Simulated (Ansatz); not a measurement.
Take SiC in the zinc blende structure (space group F-43m, No. 216; a = 4.3563 Å) as the base. Axes: x, y, z lie along the cube axes.

All numbers come from r2SCAN/PAW in Ansatz (a first-principles code), spin-orbit coupling left out.

Before the change:

The shortest interatomic distance is 188.6 pm and the band gap is 1.71 eV. The pressure is 0.00 GPa.

The change: biaxial strain +2.00 %, plane normal [001], relaxed out of plane (Cartesian); in-plane vectors clamped, the third vector and the atoms free.

Predict the new shortest interatomic distance.

The shortest interatomic distance goes up by 1.7 pm to 190.3 pm.

What does the calculation give for the band gap after the change?

The band gap drops by 0.33 eV, from 1.71 eV to 1.38 eV.

Predict the new pressure.

The pressure (mean of the normal stresses, compression positive) goes from zero to -5.74 GPa.

Stability against distortions was not tested.
